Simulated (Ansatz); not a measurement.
The starting structures come from a database of crystals and need not be the phases stable at ambient conditions.

Data:

```xyz
3
Lattice="6.8263 0.0000 0.0000 0.0000 7.5201 0.0000 0.0000 3.7600 2.1709" Properties=species:S:1:pos:R:3 pbc="T T T"
Bi     0.5409     0.0000     0.0000
Te     2.2613     2.5067     0.0000
I      5.2576     5.0134     0.0000
```

The cell was relaxed by PBE-D3(BJ).

Transport runs along the normal of the first two printed cell vectors, the (110) plane of the conventional cell.

The gap is the functional's own. No spin-orbit coupling. Mid-gap values are those at the computed energy nearest the middle.

**Question.** Give the band gap and the smallest decay constant κ at mid-gap that PBEsol (Ansatz, a first-principles code) yields.

**Answer.** Gap 1.10 eV on a 6×14×14 mesh; κ = 0.115 1/Å, at (0.500, 0.000) of the in-plane reciprocal vectors. At the zone centre the slowest state has κ = 0.15 1/Å.
